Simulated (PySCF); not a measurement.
PySCF 2.14.0, WB97X/def2-svp: C[Si@@H](CN)O[SiH3], 17 atoms. The geometry is a generated start, not checked to be a minimum at this level.

```json
{
  "task": "energy",
  "method": "wb97x",
  "basis": "def2-svp",
  "two_electron_scheme": "exact four-centre integrals",
  "mf.init_guess": "minao (default)",
  "mf.DIIS": "CDIIS (default)",
  "mf.diis_space": "8 (default)",
  "mf.grids.level": "3 (default)",
  "basis_functions": "147",
  "grid_points": "202472"
}
```

```xyz
17

C      0.4314    -2.2448     1.0443
Si     0.2711    -0.4355     0.6302
C      1.0755    -0.1009    -1.0526
N      1.0766     1.3286    -1.3795
O     -1.3104     0.0726     0.7134
Si    -2.2232     1.3939     0.3082
H      1.4803    -2.5560     1.0345
H     -0.1116    -2.8603     0.3208
H      0.0259    -2.4538     2.0387
H      1.0394     0.3270     1.6495
H      2.1045    -0.4744    -1.0477
H      0.5228    -0.6451    -1.8249
H      1.4942     1.4636    -2.3005
H      1.6761     1.8347    -0.7255
H     -2.4320     1.4370    -1.1599
H     -3.5508     1.2769     0.9607
H     -1.5700     2.6364     0.7904
```

The reference run uses exact four-centre integrals. Single runs; times are not shown.

Settings tried, all else as in the reference:
- mol.max_memory = 200 MB, mf.direct_scf_tol = 1e-07, mf.conv_tol = 1e-06 Hartree
- mol.max_memory = 200 MB, mf.direct_scf_tol = 1e-09
- mol.max_memory = 200 MB, mf.direct_scf_tol = 1e-10
- mol.max_memory = 200 MB, mf.direct_scf_tol = 1e-08, mf.conv_tol = 1e-06 Hartree

Q: Which settings reproduce the reference to 1.0 meV/atom in energy?

A: Within it: mol.max_memory = 200 MB, mf.direct_scf_tol = 1e-10; mol.max_memory = 200 MB, mf.direct_scf_tol = 1e-08, mf.conv_tol = 1e-06 Hartree; mol.max_memory = 200 MB, mf.direct_scf_tol = 1e-09; mol.max_memory = 200 MB, mf.direct_scf_tol = 1e-07, mf.conv_tol = 1e-06 Hartree. No setting lies outside.

```
setting                                                                          energy against the reference
-------------------------------------------------------------------------------  ----------------------------
mol.max_memory = 200 MB, mf.direct_scf_tol = 1e-10                                       under 0.001 meV/atom
mol.max_memory = 200 MB, mf.direct_scf_tol = 1e-08, mf.conv_tol = 1e-06 Hartree          under 0.001 meV/atom
mol.max_memory = 200 MB, mf.direct_scf_tol = 1e-09                                       under 0.001 meV/atom
mol.max_memory = 200 MB, mf.direct_scf_tol = 1e-07, mf.conv_tol = 1e-06 Hartree               −0.075 meV/atom
```

Total energies are compared; such shifts often cancel in part in energy differences. The small max_memory forces a direct SCF, where direct_scf_tol acts; the reference holds its integrals in memory. Also tried and not ranked: mol.max_memory = 200 MB, mf.direct_scf_tol = 1e-08 (ended without SCF convergence in 50 cycles); mol.max_memory = 200 MB, mf.direct_scf_tol = 1e-11 (same energy as a listed run); mol.max_memory = 200 MB, mf.direct_scf_tol = 1e-12 (same energy as a listed run); mol.max_memory = 200 MB (same energy as a listed run); mol.max_memory = 200 MB, mf.direct_scf_tol = 1e-06, mf.conv_tol = 1e-06 Hartree (ended without SCF convergence in 50 cycles). The tolerance is a choice made for this comparison.
